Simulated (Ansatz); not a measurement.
Structures of equal composition on the (100) surface of germanium: 1 pair of surface atoms bonded, C on one of 2 atoms of the third shell, Cl on every dangling bond; 1 pair of surface atoms bonded, C on one of 2 surface atoms, Cl on every dangling bond; 1 pair of surface atoms bonded, C on one of 2 atoms under the surface, Cl on every dangling bond. The slabs share one bottom face, and each structure is named by its start. These are constructed structures in small cells; real faces may alloy, dewet or reconstruct in larger ones, and not all known structures of the face are among them. Slabs of about 17 Å with all that they carry, Fermi-Dirac smearing of 0.025 eV. Bottom of the slabs: built like the top, H on every dangling bond, free. Relaxed from the named starts with such symmetry as they have, on meshes of like density; energies extrapolated to zero smearing; no spin-orbit coupling, no U. Spin-polarised runs, if any, are marked in brackets, and their order is one that fits the cell; the others ran without spin. Where a second, spin-polarised start was run, the lower counts.

All values below come from PBE (plane waves to 420 eV, PAW; Ansatz, an electronic-structure program).

Q: Rank these by energy per 1x1 cell (lowest first), as PBE gives it.

A: 1 pair of surface atoms bonded, C on one of 2 atoms under the surface, Cl on every dangling bond (0.000 eV (like top atoms buckled by 1.0 Å), no gap over 0.04 eV on the mesh), 1 pair of surface atoms bonded, C on one of 2 surface atoms, Cl on every dangling bond (0.279 eV), 1 pair of surface atoms bonded, C on one of 2 atoms of the third shell, Cl on every dangling bond (0.400 eV, no gap over 0.04 eV on the mesh)
